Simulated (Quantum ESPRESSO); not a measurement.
Quantum ESPRESSO is run on Li (Im-3m, 1 atom in the cell), and the run fails. The aim is a self-consistent single point with DFT, PBE, plane waves, PseudoDojo standard norm-conserving (PBE) pseudopotentials.

Cell that was meant: a = 3.0372 Å, b = 3.0372 Å, c = 3.0372 Å, α = 70.53°, β = 109.47°, γ = 70.53°.

Part of the input:

```fortran
ATOMIC_POSITIONS angstrom
Li    0.000000000    0.000000000    0.000000000
K_POINTS automatic
11 11 11
```

Output, abridged:

```
     This program is part of the open-source Quantum ESPRESSO suite
     for quantum simulation of materials; please cite

 %%%%%%%%%%%%%%%%%%%%%%%%%%%%%%%%%%%%%%%%%%%%%%%%%%%%%%%%%%%%%%%%%%%%%%%%%%%%%%
     Error in routine card_kpoints (1):
      end of file while reading automatic k points
 %%%%%%%%%%%%%%%%%%%%%%%%%%%%%%%%%%%%%%%%%%%%%%%%%%%%%%%%%%%%%%%%%%%%%%%%%%%%%%

     stopping ...
```

### Question
Read the log: what does the program object to, and what is the fix?

### Answer
The fault is an automatic mesh without its three shifts. The card takes six integers. To fix it, add the shifts. The program stopped before any SCF iteration.

The sound input it was made from differs as follows (other fixes are possible):
```diff
-11 11 11
+11 11 11  0 0 0
```

With that input, the run converged in 4 iterations: free energy E − TS -196.0439 eV; Fermi level (on the code's own zero) 0.78 eV; pressure -0.79 GPa (DFT, PBE, plane waves, PseudoDojo standard norm-conserving (PBE) pseudopotentials).

On the sound input: the starting cell comes from a database of computed structures (which also holds hypothetical and non-ambient phases and stackings), without a prior relaxation at this level. Its lattice was rescaled by a random factor within 2.5 % of one.
